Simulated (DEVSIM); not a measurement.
Device: abrupt GaP n-p junction, at 300 K.

Layer 1 from the left is GaP, thickness (μm) 29.0, Nd (cm⁻³) 3.6e16, τn (s) 5.9e-7, τp (s) 5.9e-7. Layer 2 from the left is GaP, thickness (μm) 45.0, Na (cm⁻³) 2.2e15, τn (s) 5.9e-7, τp (s) 5.9e-7.

Left contact: ohmic. Right contact: ohmic. Voltage is applied to the left contact. Recombination: SRH at mid-gap. Mobility is μmin + (μ − μmin)/(1 + (N/Nref)^α).

Constants are typed, rounded textbook-type inputs, not results; the design itself was drawn at random and stands for no fabricated device. Values at 300 K.

GaP: gap (eV) 2.26, affinity (eV) 3.8, permittivity 11.1, Nc (cm⁻³) 1.8e19, Nv (cm⁻³) 1.9e19, μn (cm²/Vs) 250, μp (cm²/Vs) 150, μn,min 10, μp,min 10, Nref,n 4.4e18, Nref,p 1e18, αn 0.8, αp 0.85.

DEVSIM, 1D drift-diffusion, Boltzmann statistics, complete ionisation; no tunnelling, impact ionisation, image-force lowering or self-heating.

Problem. What does the simulation give for the largest field in the device at zero bias, the dark forward voltage at 100 A/cm², the potential step across the device at zero bias, the dark forward voltage at 1 A/cm²?

Solution. largest field in the device at zero bias 35000 V/cm; dark forward voltage at 100 A/cm² 2.502 V; potential step across the device at zero bias 1.865 V; dark forward voltage at 1 A/cm² 1.832 V.
